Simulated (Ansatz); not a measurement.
**Effect of tensor shear ε_xy = −0.40 % on KTaO3**

Take KTaO3 in the cubic perovskite structure (space group Pm-3m, No. 221; a = 3.989 Å) as the base. Axes: x, y, z lie along the cube axes.

Modification: a pure shear with ε_xy = ε_yx = -0.0040, atoms relaxed at fixed cell.

Calculations: Kohn–Sham DFT with the r2SCAN functional, run in Ansatz (a program for electronic structure) with PAW and 500 eV plane waves, spin-orbit coupling left out, earlier PAW set. Settings: 8×8×8 k-points, 0.05 eV Fermi–Dirac smearing.

The volume per atom stays 12.70 Å³ and the shortest interatomic distance is still 1.995 Å. The energy hardly moves and the pressure (mean of the normal stresses, compression positive) remains 0.01 GPa. The band gap decreases by 0.015 eV to 2.63 eV and the gap character amounts to indirect, T → Γ. The smallest direct gap decreases by 0.03 eV to 3.27 eV and the stress (xx, yy, zz, yz, xz, xy; compression positive) amounts to (0.01, 0.01, 0.01, 0.00, 0.00, 0.86) GPa.

Final structure:

```
CELL_PARAMETERS angstrom
      3.98928    -0.01596     0.00000
     -0.01596     3.98928     0.00000
      0.00000     0.00000     3.98928
ATOMIC_POSITIONS crystal
  K  0.00000 0.00000 0.00000
  Ta 0.50000 0.50000 0.50000
  O  0.00000 0.50000 0.50000
  O  0.50000 0.50000 0.00000
  O  0.50000 0.00000 0.50000
```

Spin-orbit coupling, missing from the scalar runs, can matter with Ta. The cells carry an imposed strain or load. Whether these cells are dynamically stable was not tested. k-point labels follow each cell's own Brillouin zone.
